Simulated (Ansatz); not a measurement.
Partial pair distribution functions of a relaxed model of amorphous Si₂₄O₄₇H, broadened by 0.06 Å; density 2.19 g/cm³. All values below come from PBE, scalar-relativistic without spin-orbit coupling (plane waves to 420 eV, PAW; Ansatz, a program for electronic structure). The usual formal charges leave 3 electrons over, so the level spacing at the Fermi energy parts defect or band states and needn't be the band gap. In the spin-polarised cell the level spacing at the Fermi energy can part levels of unlike spin.

The cell was made by melting and quenching with the CHGNet potential and then relaxed with DFT. O atoms were pushed apart under 1.9 Å during the dynamics, to hinder bonds among them. The hot cell started wider than the set density and was brought back towards it in steps. It is the lowest in DFT energy of 4 quenches. It is a model cell: composition and starting density were chosen by hand, and all elements were melted together. No dispersion term was used. Its density started from a set value of 2.19 and ended at 2.19 g/cm³. Cooling (nominally 800 K/ps over its main leg) ran many orders faster than in experiment, which tends to leave more defects and strain. One small periodic cell is one sample of the glass; other quenches scatter about these values. The volume was held where the preparation left it, at a PBE pressure of 1.1 GPa. Stress components on the final sampling reach 1.4 GPa. On a 2×2×2 Γ-centred mesh force components of up to 0.22 eV/Å stay, since the relaxation ran on the zone centre alone.

```json
[
 {"r (Å)": "1.35", "g Si-O": "0.00", "g Si-Si": "0.00", "g O-O": "0.00"},
 {"r (Å)": "1.45", "g Si-O": "0.34", "g Si-Si": "0.00", "g O-O": "0.00"},
 {"r (Å)": "1.55", "g Si-O": "7.63", "g Si-Si": "0.00", "g O-O": "0.00"},
 {"r (Å)": "1.65", "g Si-O": "14.95", "g Si-Si": "0.00", "g O-O": "0.00"},
 {"r (Å)": "1.75", "g Si-O": "3.32", "g Si-Si": "0.00", "g O-O": "0.00"},
 {"r (Å)": "1.85", "g Si-O": "0.46", "g Si-Si": "0.00", "g O-O": "0.00"},
 {"r (Å)": "1.95", "g Si-O": "0.04", "g Si-Si": "0.00", "g O-O": "0.00"},
 {"r (Å)": "2.05", "g Si-O": "0.00", "g Si-Si": "0.00", "g O-O": "0.00"},
 {"r (Å)": "2.15", "g Si-O": "0.00", "g Si-Si": "0.00", "g O-O": "0.00"},
 {"r (Å)": "2.25", "g Si-O": "0.00", "g Si-Si": "0.00", "g O-O": "0.00"},
 {"r (Å)": "2.35", "g Si-O": "0.00", "g Si-Si": "0.00", "g O-O": "0.02"},
 {"r (Å)": "2.45", "g Si-O": "0.00", "g Si-Si": "0.00", "g O-O": "0.36"},
 {"r (Å)": "2.55", "g Si-O": "0.00", "g Si-Si": "0.01", "g O-O": "3.27"},
 {"r (Å)": "2.65", "g Si-O": "0.00", "g Si-Si": "0.39", "g O-O": "6.58"},
 {"r (Å)": "2.75", "g Si-O": "0.07", "g Si-Si": "1.12", "g O-O": "4.29"},
 {"r (Å)": "2.85", "g Si-O": "0.13", "g Si-Si": "1.81", "g O-O": "1.14"},
 {"r (Å)": "2.95", "g Si-O": "0.10", "g Si-Si": "3.66", "g O-O": "0.25"},
 {"r (Å)": "3.05", "g Si-O": "0.26", "g Si-Si": "3.43", "g O-O": "0.25"},
 {"r (Å)": "3.15", "g Si-O": "0.71", "g Si-Si": "3.91", "g O-O": "0.36"},
 {"r (Å)": "3.25", "g Si-O": "1.12", "g Si-Si": "1.32", "g O-O": "0.58"},
 {"r (Å)": "3.35", "g Si-O": "0.77", "g Si-Si": "0.07", "g O-O": "0.59"},
 {"r (Å)": "3.45", "g Si-O": "0.73", "g Si-Si": "0.00", "g O-O": "0.52"},
 {"r (Å)": "3.55", "g Si-O": "1.01", "g Si-Si": "0.00", "g O-O": "0.42"},
 {"r (Å)": "3.65", "g Si-O": "1.26", "g Si-Si": "0.02", "g O-O": "0.56"},
 {"r (Å)": "3.75", "g Si-O": "1.40", "g Si-Si": "0.28", "g O-O": "0.55"},
 {"r (Å)": "3.85", "g Si-O": "1.16", "g Si-Si": "0.34", "g O-O": "0.69"},
 {"r (Å)": "3.95", "g Si-O": "1.51", "g Si-Si": "0.32", "g O-O": "0.63"},
 {"r (Å)": "4.05", "g Si-O": "1.93", "g Si-Si": "0.45", "g O-O": "0.60"},
 {"r (Å)": "4.15", "g Si-O": "2.02", "g Si-Si": "0.41", "g O-O": "0.63"},
 {"r (Å)": "4.25", "g Si-O": "1.72", "g Si-Si": "0.58", "g O-O": "0.78"},
 {"r (Å)": "4.35", "g Si-O": "1.28", "g Si-Si": "1.06", "g O-O": "1.30"},
 {"r (Å)": "4.45", "g Si-O": "0.81", "g Si-Si": "1.02", "g O-O": "1.12"},
 {"r (Å)": "4.55", "g Si-O": "0.63", "g Si-Si": "0.96", "g O-O": "1.09"},
 {"r (Å)": "4.65", "g Si-O": "0.56", "g Si-Si": "1.24", "g O-O": "1.05"},
 {"r (Å)": "4.75", "g Si-O": "0.69", "g Si-Si": "1.28", "g O-O": "1.19"},
 {"r (Å)": "4.85", "g Si-O": "0.67", "g Si-Si": "1.30", "g O-O": "1.26"},
 {"r (Å)": "4.95", "g Si-O": "0.61", "g Si-Si": "1.34", "g O-O": "1.37"},
 {"r (Å)": "5.05", "g Si-O": "0.78", "g Si-Si": "1.36", "g O-O": "1.46"},
 {"r (Å)": "5.15", "g Si-O": "0.77", "g Si-Si": "1.38", "g O-O": "1.45"}
]
```

Within 1.98 Å each Si has 3.92 O neighbours on average.
